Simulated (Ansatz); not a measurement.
Amorphous Al28O41F2, 71 atoms at 3.09 g/cm³, one PBE-relaxed geometry, zone centre. Methods: PBE, scalar-relativistic without spin-orbit coupling (Ansatz, a quantum-chemistry and plane-wave program); r2SCAN, scalar-relativistic without spin-orbit coupling (Ansatz); HSE06, scalar-relativistic without spin-orbit coupling (Ansatz). Plane waves to 420 eV (r2SCAN 500 eV); exact exchange is cut at the cell's faces. At PBE the levels at the filled edge of the gap are localised (band-tail or defect states), and the nearest spread-out levels lie 4.2 eV apart at the zone centre. All rungs ran without spin polarisation.

A CHGNet melt-quench gave the starting glass, which DFT then relaxed. O and F atoms were pushed apart under 1.9 Å during the dynamics, to hinder bonds among them. The hot cell started wider than the set density and was brought back towards it in steps. It is the lowest in DFT energy of 2 quenches. It is a model cell: composition and starting density were chosen by hand, and all elements were melted together. No dispersion term was used. Its density started from a set value of 3.09 and ended at 3.09 g/cm³. Cooling (nominally 340 K/ps over its main leg) ran many orders faster than in experiment, which tends to leave more defects and strain. Values belong to this one cell and scatter from quench to quench. The volume was held where the preparation left it, at a PBE pressure of -0.1 GPa (tension). Stress components on the final sampling reach 2.8 GPa. Cycles of charging lowered its energy after that relaxation.

The relaxation ran on the zone centre alone. At PBE the level gap is 3.39 eV on a 2×2×2 Γ-centred mesh, and the spacing at the zone centre alone 3.39 eV.

Task: What zone-centre spacing does r2SCAN give, roughly?

Result: 4.03 eV (+0.64 eV against PBE).

Task: What zone-centre spacing does HSE06 give, roughly?

Result: 5.10 eV (+1.71 eV against PBE).

The highest filled and the lowest empty state spread over these numbers of atoms (participation numbers): PBE: 2.9 and 61.9; r2SCAN: 2.8 and 61.3; HSE06: 2.9 and 61.2.
